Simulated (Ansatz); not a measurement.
System: SiO₂ (Imma, No. 74, 12 atoms in the cell; start mp-600000; a measured phase of this formula has another space group). Method: r²SCAN (Ansatz, a first-principles code, PAW).

The run printed, among other lines:

```
Crystal: 12 atoms, lattice volume = 224.755 Å³
Basis set: ecut = 560 eV, 6765 PW (Γ), exchange–correlation on 180×180×180 points (27 copies of the dense FFT grid, shifted against one another)
Bands: 44, of which v1, the nominal top of the filled ones, is band 32 counted from 1 (31 counted from 0)
Symmetry: 8 space group operations
Space group: Imma (ITA 74), of the structure as read, at distance tolerance 6.1e-5 Å
k-points: 95 of 512
Functional: x = r2scan, c = r2scan; τ floored in thin density (d = 2e-4 eV/Å³)
SCF iter   1: F=—  HF=-7119.807680 eV  |F-HF|=—  |Δ(HF+E_count)|=         —  Δρ=6.02e-3  dr2=7.86e-2  dr2_τ=1.02e0
SCF iter   2: F=—  HF=-7120.137556 eV  |F-HF|=—  |Δ(HF+E_count)|=   3.30e-1  Δρ=3.87e-3  dr2=1.99e-2  dr2_τ=1.78e-3
  ...
SCF iter   8: F=—  HF=-7120.136864 eV  |F-HF|=—  |Δ(HF+E_count)|=   2.00e-8  Δρ=2.27e-6  dr2=8.38e-9  dr2_τ=1.06e-9
SCF iter   9: F=-7120.136864 eV  HF=-7120.136864 eV  |F-HF|=2.00e-11  |Δ(HF+E_count)|=   1.21e-9  Δρ=3.88e-7  dr2=2.78e-10  dr2_τ=1.74e-11
SCF 1 converged in 9 iterations: F = -7120.136864 eV  dr2 = 2.78e-10
SCF converged after 9 iterations
Free energy (F): -7120.136864 eV
Internal energy: -7120.136864 eV  (E = F + TS)
E sigma→0 (E₀):  -7120.136864 eV
Fermi energy:    2.084620 eV
--- Forces (eV/Å), atoms counted from 1 ---
  atom   1  Si    -0.00000000    -0.08034680     0.04345767
  atom   2  Si     0.00000000     0.08034680    -0.04345767
  atom   3  Si    -0.00000000     0.08034680     0.04345767
  atom   4  Si     0.00000000    -0.08034680    -0.04345767
  atom   5  O      0.00000000     0.00000000    -0.15017240
  atom   6  O     -0.00000000    -0.00000000     0.15017240
  atom   7  O     -0.00000000     0.18174351    -0.00000000
  atom   8  O      0.00000000    -0.18174351     0.00000000
  atom   9  O      0.00000000    -0.18174351    -0.00000000
  atom  10  O     -0.00000000     0.18174351     0.00000000
  atom  11  O      0.00000000     0.00000000    -0.00000000
  atom  12  O      0.00000000     0.00000000     0.00000000
--- Stress (GPa, compression-positive) ---
       -1.609190       0.000000       0.000000
        0.000000      -1.656139      -0.000000
        0.000000      -0.000000      -1.647181
  P = ⅓ Tr σ = -1.6375 GPa (-16.375 kbar)
```

### Question
Write an input file that could have produced this run (the log leaves some choices open).

### Answer
One answer among several that fit: 
Ansatz 0.2 input:
```yaml
crystal:
  lattice:
    - [-2.6319954194, 4.7861036065, 4.4604943369]
    - [2.6319954194, -4.7861036065, 4.4604943369]
    - [2.6319954194, 4.7861036065, -4.4604943369]
  atoms:
    - { symbol: Si, position: [0.928926184, 0.8445780256, 0.0843481583] }
    - { symbol: Si, position: [0.071073816, 0.1554219744, 0.9156518417] }
    - { symbol: Si, position: [0.2602298673, 0.8445780256, 0.4156518417] }
    - { symbol: Si, position: [0.7397701327, 0.1554219744, 0.5843481583] }
    - { symbol: O, position: [0.1306395619, 0.8806395619, 0.25] }
    - { symbol: O, position: [0.8693604381, 0.1193604381, 0.75] }
    - { symbol: O, position: [0.7914877653, 0.5, 0.7914877653] }
    - { symbol: O, position: [0.2085122347, 0.5, 0.2085122347] }
    - { symbol: O, position: [0.2085122347, 0.0, 0.7085122347] }
    - { symbol: O, position: [0.7914877653, 0.0, 0.2914877653] }
    - { symbol: O, position: [0.0, 0.0, 0.0] }
    - { symbol: O, position: [0.5, 0.0, 0.5] }
basis:
  ecutwfc: 560
  ecutrho_ratio: 4
  xc_grid: 3
kpoints:
  mp_grid: { grid: [8, 8, 8] }
  band_path:
    path:
      - [0.0, 0.0, 0.0]
      - [0.083333, -0.083333, 0.083333]
      - [0.166667, -0.166667, 0.166667]
      - [0.25, -0.25, 0.25]
      - [0.333333, -0.333333, 0.333333]
      - [0.416667, -0.416667, 0.416667]
      - [0.5, -0.5, 0.5]
      - [0.441868, -0.441868, 0.558132]
      - [0.383736, -0.383736, 0.616264]
      - [0.325604, -0.325604, 0.674396]
      - [-0.325604, 0.325604, 0.325604]
      - [-0.279089, 0.279089, 0.279089]
      - [-0.232574, 0.232574, 0.232574]
      - [-0.18606, 0.18606, 0.18606]
      - [-0.139545, 0.139545, 0.139545]
      - [-0.09303, 0.09303, 0.09303]
      - [-0.046515, 0.046515, 0.046515]
      - [0.077857, 0.077857, -0.077857]
      - [0.155714, 0.155714, -0.155714]
      - [0.23357, 0.23357, -0.23357]
      - [0.311427, 0.311427, -0.311427]
      - [0.389284, 0.389284, -0.389284]
      - [0.467141, 0.467141, -0.467141]
      - [0.532859, -0.467141, 0.467141]
      - [0.0, 0.083333, 0.0]
      - [0.0, 0.166667, 0.0]
      - [0.0, 0.25, 0.0]
      - [0.0, 0.333333, 0.0]
      - [0.0, 0.416667, 0.0]
      - [0.0, 0.5, 0.0]
      - [0.125, 0.375, 0.125]
      - [0.25, 0.25, 0.25]
      - [0.3, 0.2, 0.2]
      - [0.35, 0.15, 0.15]
      - [0.4, 0.1, 0.1]
      - [0.45, 0.05, 0.05]
      - [0.5, 0.0, 0.0]
      - [0.375, 0.0, 0.0]
      - [0.25, 0.0, 0.0]
      - [0.125, 0.0, 0.0]
      - [0.0, 0.0, 0.083333]
      - [0.0, 0.0, 0.166667]
      - [0.0, 0.0, 0.25]
      - [0.0, 0.0, 0.333333]
      - [0.0, 0.0, 0.416667]
      - [0.0, 0.0, 0.5]
      - [0.125, 0.125, 0.375]
    npoints: 1
hamiltonian:
  xc: r2scan
  dispersion: none
  pseudopotentials: { kind: paw }
scf:
  occupations: { method: fermi_dirac, width: 0.01 }
  convergence: { dr2_threshold: 0.0000000012 }
output:
  forces: true
  stress: true
  eigenvalues: true
  write_bands: true
```

The PAW data were made under PBE.

Note: cell and atoms aren't relaxed at this level (largest force component 0.18 eV/Å, pressure -1.6 GPa).

A start named mp-… is a Materials Project structure, which need not be a measured phase.
